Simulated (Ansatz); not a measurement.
YN, response to strain

Take YN in the rock salt structure (space group Fm-3m, No. 225; a = 4.8957 Å) as the base. Axes: x, y, z lie along the cube axes.

Strains are applied to the cell and any free atomic positions relax; under biaxial strain the out-of-plane vector relaxes too.

The values are results of r2SCAN (Ansatz, a program for electronic structure, PAW, scalar-relativistic without spin-orbit coupling), not measurements.

Candidates:
(a) biaxial strain −3.00 %, plane normal [001], relaxed out of plane
(b) biaxial strain −0.50 %, plane normal [001], relaxed out of plane
(c) biaxial strain −2.00 %, plane normal [001], relaxed out of plane

Question: Order them by out-of-plane strain, highest first.

Answer: (a) biaxial strain −3.00 %, plane normal [001], relaxed out of plane (+1.64 %), (c) biaxial strain −2.00 %, plane normal [001], relaxed out of plane (+1.07 %), (b) biaxial strain −0.50 %, plane normal [001], relaxed out of plane (+0.26 %)

No phonon test of stability was made.
